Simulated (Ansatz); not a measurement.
BaMg$_{2}$Pb$_{2}$ (P4/nmm): band-structure transport figures

```yaml
crystal:
  lattice:
    - [4.92925, 0.00000, 0.00000]
    - [0.00000, 4.92925, 0.00000]
    - [0.00000, 0.00000, 12.26378]
  atoms:
    - { symbol: Ba, position: [0.50000, 0.00000, 0.24985] }
    - { symbol: Ba, position: [0.00000, 0.50000, 0.75015] }
    - { symbol: Mg, position: [0.00000, 0.50000, 0.36427] }
    - { symbol: Mg, position: [0.50000, 0.00000, 0.63573] }
    - { symbol: Mg, position: [0.00000, 0.00000, 0.00000] }
    - { symbol: Mg, position: [0.50000, 0.50000, 0.00000] }
    - { symbol: Pb, position: [0.00000, 0.00000, 0.50000] }
    - { symbol: Pb, position: [0.50000, 0.50000, 0.50000] }
    - { symbol: Pb, position: [0.50000, 0.00000, 0.86557] }
    - { symbol: Pb, position: [0.00000, 0.50000, 0.13443] }
```

The numbers are results of PBEsol, rigid bands (plane waves, PAW, scalar-relativistic; Ansatz, an electronic-structure program), not measurements. How the cell was made: cell and atoms relaxed with PBEsol.

| Item | Result |
|---|---|
| density of states at the Fermi level | 2.12 states/(eV·cell), both spins |
| bare Sommerfeld coefficient | 0.50 mJ/(mol of atoms·K²) |
| Drude plasma energy | 5.0 (x), 5.0 (y), 0.78 (z) eV |
| root-mean-square Fermi velocity | 9.6e5 m/s |
| resistivity times τ | 19.3 (x), 19.3 (y), 800 (z) ×10⁻²² Ω·m·s |

A metal at this level (no band gap); rigid bands, thermally averaged at 300 K, both spins. Spin-orbit coupling is left out, which matters with elements this heavy. τ is one relaxation time for all states.

Formula and space group known from diffraction (Crystallography Open Database), not checked to be the room-temperature form: BaMg2Pb2 (P4/nmm).
